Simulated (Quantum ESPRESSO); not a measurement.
The steps of a band-structure calculation for Li (Fm-3m, 1 atom in the cell) with Quantum ESPRESSO.

Method of the run: PBEsol, GBRV 1.5 ultrasoft (PBESOL) pseudopotentials (plane waves; Quantum ESPRESSO).

Step 1 (scf):

```fortran
&control
   calculation = 'scf',
   prefix = 'li',
   outdir = './tmp/',
   pseudo_dir = './',
   tprnfor = .true.,
   tstress = .true.,
/
&system
   ibrav = 0,
   nat = 1,
   ntyp = 1,
   ecutwfc = 40,
   ecutrho = 200,
   occupations = 'smearing',
   smearing = 'gauss',
   degauss = 0.019992,
/
&electrons
   conv_thr = 1.0d-10,
   mixing_beta = 0.4,
/
ATOMIC_SPECIES
Li     6.9400  li_pbesol_v1.4.uspp.F.UPF
CELL_PARAMETERS angstrom
   0.00000000     2.20200000     2.20200000
   2.20200000     0.00000000     2.20200000
   2.20200000     2.20200000     0.00000000
ATOMIC_POSITIONS angstrom
Li    0.00000000    0.00000000    0.00000000
K_POINTS automatic
6 6 6  0 0 0
```

Step 2 (bands):

```fortran
&control
   calculation = 'bands',
   prefix = 'li',
   outdir = './tmp/',
   pseudo_dir = './',
   verbosity = 'high',
/
&system
   ibrav = 0,
   nat = 1,
   ntyp = 1,
   ecutwfc = 40,
   ecutrho = 200,
   occupations = 'smearing',
   smearing = 'gauss',
   degauss = 0.019992,
   nbnd = 8,
/
&electrons
   conv_thr = 1.0d-10,
   startingwfc = 'random',
   diago_thr_init = 1.0d-6,
   diagonalization = 'cg',
/
ATOMIC_SPECIES
Li     6.9400  li_pbesol_v1.4.uspp.F.UPF
CELL_PARAMETERS angstrom
   0.00000000     2.20200000     2.20200000
   2.20200000     0.00000000     2.20200000
   2.20200000     2.20200000     0.00000000
ATOMIC_POSITIONS angstrom
Li    0.00000000    0.00000000    0.00000000
K_POINTS crystal_b
12
  0.00000000   0.00000000   0.00000000  14  ! G
  0.50000000   0.00000000   0.50000000   7  ! X
  0.50000000   0.25000000   0.75000000   5  ! W
  0.37500000   0.37500000   0.75000000  15  ! K
  0.00000000   0.00000000   0.00000000  12  ! G
  0.50000000   0.50000000   0.50000000   9  ! L
  0.62500000   0.25000000   0.62500000   5  ! U
  0.50000000   0.25000000   0.75000000  10  ! W
  0.50000000   0.50000000   0.50000000   9  ! L
  0.37500000   0.37500000   0.75000000   1  ! K
  0.62500000   0.25000000   0.62500000   5  ! U
  0.50000000   0.00000000   0.50000000   1  ! X
```

Step 3 (bands.x):

```fortran
&bands
   prefix = 'li',
   outdir = './tmp/',
   filband = 'bands.dat',
   lsym = .false.,
/
```

Output of bands (abridged):

```
     Atomic positions and unit cell read from directory:
     ./tmp/li.save/

     Message from routine setup:
     using ibrav=0 with symmetry is DISCOURAGED, use correct ibrav instead
     G-vector sticks info
     --------------------
     sticks:   dense  smooth     PW     G-vecs:    dense   smooth      PW
     Sum         475     379    121                 6855     4957     893

     bravais-lattice index     =            0
   [... lines left out ...]
     unit-cell volume          =     144.1048 (a.u.)^3
   [... lines left out ...]
         1        Li     tau(   1) = (   0.0000000   0.0000000   0.0000000  )

   Crystallographic axes

     site n.     atom                  positions (cryst. coord.)
         1        Li     tau(   1) = (  0.0000000  0.0000000  0.0000000  )

     number of k points=    93  Gaussian smearing, width (Ry)=  0.0200
                       cart. coord. in units 2pi/alat
        k(    1) = (   0.0000000   0.0000000   0.0000000), wk =   0.0215054
        k(    2) = (   0.0000000   0.0505076   0.0000000), wk =   0.0215054
        k(    3) = (   0.0000000   0.1010153   0.0000000), wk =   0.0215054
   [... 90 lines left out ...]

     Dense  grid:     6855 G-vectors     FFT dimensions: (  27,  27,  27)

     Smooth grid:     4957 G-vectors     FFT dimensions: (  24,  24,  24)

     The potential is recalculated from file :
     ./tmp/li.save/charge-density

     Band Structure Calculation
     CG style diagonalization

     ethr =  1.00E-06,  avg # of iterations = 28.3

     End of band structure calculation

          k = 0.0000 0.0000 0.0000 (   609 PWs)   bands (ev):

   -45.2623  -2.7130  14.6839  14.6839  14.6839  18.4097  18.4097  18.4096

          k = 0.0000 0.0505 0.0000 (   609 PWs)   bands (ev):

   -45.2620  -2.6832  14.4492  14.4492  14.6810  17.6851  18.7015  18.7015

   [... 91 blocks of this kind left out ...]
```

Output of bands.x (abridged):

```
     Reading xml data from directory:

     ./tmp/li.save/

     G-vector sticks info
     --------------------
     sticks:   dense  smooth     PW     G-vecs:    dense   smooth      PW
     Sum         475     379    121                 6855     4957     893

     Reading collected, re-writing distributed wavefunctions
     high-symmetry point:  0.0000 0.0000 0.0000   x coordinate   0.0000
     high-symmetry point:  0.0000 0.7071 0.0000   x coordinate   0.7071
     high-symmetry point:  0.3536 0.7071 0.0000   x coordinate   1.0607
     high-symmetry point:  0.5303 0.5303 0.0000   x coordinate   1.3107
     high-symmetry point:  0.0000 0.0000 0.0000   x coordinate   2.0607
     high-symmetry point:  0.3536 0.3536 0.3536   x coordinate   2.6730
     high-symmetry point:  0.1768 0.7071 0.1768   x coordinate   3.1060
     high-symmetry point:  0.3536 0.7071 0.0000   x coordinate   3.3560
     high-symmetry point:  0.3536 0.3536 0.3536   x coordinate   3.8560
     high-symmetry point:  0.5303 0.5303 0.0000   x coordinate   4.2891
     high-symmetry point:  0.1768 0.7071 0.1768   x coordinate   4.2891
     high-symmetry point:  0.0000 0.7071 0.0000   x coordinate   4.5391

     Plottable bands (eV) written to file bands.dat.gnu
     Bands written to file bands.dat

   JOB DONE.
```

The starting cell comes from a database of published, mostly measured structures (it also holds non-ambient and calculated ones), without a prior relaxation at this level.
